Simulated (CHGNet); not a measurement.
## B20 (FeSi-type) FeGe

All values below come from the machine-learned potential CHGNet-r²SCAN (trained on r²SCAN data).

Cell (relaxed at this level):

```yaml
crystal:
  lattice:
    - [4.78381, 0.00000, 0.00000]
    - [0.00000, 4.78381, 0.00000]
    - [0.00000, 0.00000, 4.78381]
  atoms:
    - { symbol: Fe, position: [0.87492, 0.62508, 0.37492] }
    - { symbol: Fe, position: [0.37492, 0.87492, 0.62508] }
    - { symbol: Fe, position: [0.12508, 0.12508, 0.12508] }
    - { symbol: Fe, position: [0.62508, 0.37492, 0.87492] }
    - { symbol: Ge, position: [0.16066, 0.33934, 0.66066] }
    - { symbol: Ge, position: [0.66066, 0.16066, 0.33934] }
    - { symbol: Ge, position: [0.83934, 0.83934, 0.83934] }
    - { symbol: Ge, position: [0.33934, 0.66066, 0.16066] }
```

| Quantity | Result |
|---|---|
| lattice constant a | 4.784 Å |
| volume per atom | 13.68 Å³/atom |

Measured, for comparison: lattice constant a 4.699 Å (295 K, not corrected to a static lattice, our sources range from 4.689 to 4.699; as tabulated in Wilhelm et al. (2007), arXiv:cond-mat/0703031); equilibrium volume per atom 12.97 Å³/atom (295 K, not corrected to a static lattice; as tabulated in Wilhelm et al. (2007), arXiv:cond-mat/0703031). Computed (rounded) less measured: lattice constant a +1.8 % (+1.8 % to +2.0 % over the range), equilibrium volume per atom +5.5 %.

A machine-learned potential is trained on density-functional data: it inherits that level's misses and adds fitting errors of its own.

Note: elastic tensor is asymmetric by over 3 %: noisy; the model gives imaginary modes for this phase (in the spectrum interpolated from a supercell); this model's volume lies 5 % above that of the starting cell (a measured, published or database cell).
